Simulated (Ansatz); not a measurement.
# What uniaxial strain ε_zz = −2.50 % does to HgTe

Consider HgTe in the zinc blende structure (space group F-43m, No. 216; a = 6.435 Å). Axes: x, y, z lie along the cube axes.

The change: uniaxial strain ε_zz = −2.50 %, all other strain components held at zero, atoms relaxed at fixed cell.

Method: Ansatz (a first-principles code), LDA, PAW, cutoff 420 eV, no spin-orbit coupling. Settings: 9×9×9 k-points, 0.05 eV Fermi–Dirac smearing.

- Volume per atom: 32.48 Å³ (base 33.31 Å³)
- Space group: I-4m2 (No. 119) (base F-43m (No. 216))
- Shortest interatomic distance: 2.763 Å (base 2.786 Å)
- Energy relative to the base (free energy F): +3.9 meV/atom
- Pressure (mean of the normal stresses, compression positive): 1.3 GPa (base 0.0 GPa)
- Band gap: 0.06 eV (uncertain: the edges found look like a band crossing or inverted bands; the changed cell) (base zero)
- Stress (xx, yy, zz, yz, xz, xy; compression positive): (1.1, 1.1, 1.5, 0.0, 0.0, 0.0) GPa (rough)

Cost of the whole job for the changed cell (relaxation, final SCF and bands): very roughly 40 core-seconds.

Without a gap, meshes like the base's 9×9×9 leave anisotropic stresses uncertain by several tenths of a GPa, and small strain energies with them. With Hg and Te present, leaving out spin-orbit coupling can change the band edges. No phonon test of stability was made. The final runs are not spin-polarised. The zero or small gap of HgTe can change with the level of theory.
